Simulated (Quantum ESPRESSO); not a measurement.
Quantum ESPRESSO is run on LaSe (Fm-3m, 2 atoms in the cell), and the run fails. The aim is a self-consistent single point with DFT, PBEsol, plane waves, GBRV 1.5 ultrasoft (PBESOL) pseudopotentials.

Cell that was meant: a = 4.2738 Å, b = 4.2738 Å, c = 4.2738 Å, α = 60.00°, β = 60.00°, γ = 60.00°.

Part of the input:

```fortran
    occupations = 'smearing'
    smearing = 'cold'
    degauss = 0.0073499
    nbnd = 8
/
&electrons
    conv_thr = 1e-10
```

The program printed (abridged):

```
 %%%%%%%%%%%%%%%%%%%%%%%%%%%%%%%%%%%%%%%%%%%%%%%%%%%%%%%%%%%%%%%%%%%%%%%%%%%%%%
     Error in routine setup (1):
     too few bands
 %%%%%%%%%%%%%%%%%%%%%%%%%%%%%%%%%%%%%%%%%%%%%%%%%%%%%%%%%%%%%%%%%%%%%%%%%%%%%%

     stopping ...
```

Read the log: what does the program object to, and what is the fix?

The fault is too few bands; here the program stops on it instead of giving results. To fix it, raise the band count or leave it to the default. The program stopped before any SCF iteration.

The sound input it was made from differs as follows (other fixes are possible):
```diff
-    nbnd = 8
```

With that input, the run converged in 15 iterations: free energy E − TS -1983.5835 eV; Fermi level (on the code's own zero) 11.27 eV; pressure -0.89 GPa (DFT, PBEsol, plane waves, GBRV 1.5 ultrasoft (PBESOL) pseudopotentials).

On the sound input: the starting cell comes from a database of published, mostly measured structures (it also holds non-ambient and calculated ones), without a prior relaxation at this level.
